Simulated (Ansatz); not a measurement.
Results of r²SCAN+rVV10 (plane waves, PAW; Ansatz, an electronic-structure program) for BN (model structure, P6₂22, No. 180, 6 atoms in the cell).

Run with plane-wave cutoff 560 eV, 18×18×6 k mesh (along the axes of the cell as run), Fermi–Dirac smearing 0.01 eV, scalar-relativistic PAW data made under PBE.

Cell (relaxed at this level):

```
CELL_PARAMETERS angstrom
      2.59795     0.00000     0.00000
     -1.29897     2.24989     0.00000
      0.00000     0.00000     5.81696
ATOMIC_POSITIONS crystal
  B  0.50000 0.00000 0.66667
  B  0.00000 0.50000 0.33333
  B  0.50000 0.50000 0.00000
  N  0.50000 0.00000 0.16667
  N  0.00000 0.50000 0.83333
  N  0.50000 0.50000 0.50000
```

Problem. Give the computed band gap, smallest direct gap on the k points sampled and Γ–Γ gap.

Solution. 
band gap: 4.22 eV (indirect)
smallest direct gap on the k points sampled: 6.88 eV
Γ–Γ gap: 7.42 eV

Note: the relaxation could raise the start's symmetry but not lower it, so the cell can be a saddle point.

Static lattice: no zero-point or thermal effects.

A model structure was made by putting elements into a prototype or built by hand; it is no filed structure, need not be a known phase, and can be a saddle point held by its symmetry.
